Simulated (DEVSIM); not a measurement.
Device: abrupt CdTe n-p junction, at 300 K.

```
layer (left to right)  material  thickness (μm)  Nd (cm⁻³)  Na (cm⁻³)  τn (s)  τp (s)
---------------------  --------  --------------  ---------  ---------  ------  ------
1                          CdTe           0.220     4.7e16          -  4.7e-8  4.7e-8
2                          CdTe           0.520          -     7.5e17  4.7e-8  4.7e-8
```

Left contact: ohmic. Right contact: ohmic. Voltage is applied to the left contact. Recombination: SRH at mid-gap, radiative. Mobility is constant in doping.

Constants are typed, rounded textbook-type inputs, not results; the design itself was drawn at random and stands for no fabricated device. Values at 300 K.

```
parameter        CdTe
-------------  ------
gap (eV)          1.5
affinity (eV)    4.28
permittivity     10.2
Nc (cm⁻³)        8e17
Nv (cm⁻³)      1.8e19
μn (cm²/Vs)      1000
μp (cm²/Vs)        80
B (cm³/s)       1e-10
```

DEVSIM, 1D drift-diffusion, Boltzmann statistics, complete ionisation; no tunnelling, impact ionisation, image-force lowering or self-heating.

Question: Tabulate band edges, carrier densities and field at zero bias.

Answer: Energies count from the Fermi level of the right contact; mesh points crowd at the junctions.

```tsv
x (μm)	Ec (eV)	Ev (eV)	n (cm⁻³)	p (cm⁻³)	field (V/cm)
0.000	0.073	-1.427	4.7e16	< 1e2	1200
0.01158	0.075	-1.425	4.4e16	< 1e2	1400
0.02748	0.078	-1.422	3.9e16	< 1e2	2800
0.04680	0.087	-1.413	2.8e16	< 1e2	7300
0.09027	0.171	-1.329	1.1e15	< 1e2	35000
0.1268	0.353	-1.147	9.5e11	< 1e2	65000
0.1605	0.620	-0.880	3.1e7	29000	93000
0.1911	0.943	-0.557	110	8.0e9	120000
0.2074	1.148	-0.352	< 1e2	2.2e13	130000
0.2193	1.310	-0.190	< 1e2	1.2e16	140000
0.2305	1.403	-0.097	< 1e2	4.2e17	31000
0.2533	1.418	-0.082	< 1e2	7.5e17	220
0.2801	1.418	-0.082	< 1e2	7.5e17	≈ 0
0.3189	1.418	-0.082	< 1e2	7.5e17	≈ 0
0.3963	1.418	-0.082	< 1e2	7.5e17	≈ 0
0.4764	1.418	-0.082	< 1e2	7.5e17	≈ 0
0.5611	1.418	-0.082	< 1e2	7.5e17	≈ 0
0.6246	1.418	-0.082	< 1e2	7.5e17	≈ 0
0.6788	1.418	-0.082	< 1e2	7.5e17	≈ 0
0.7059	1.418	-0.082	< 1e2	7.5e17	≈ 0
0.7246	1.418	-0.082	< 1e2	7.5e17	≈ 0
0.7400	1.418	-0.082	< 1e2	7.5e17	≈ 0
```
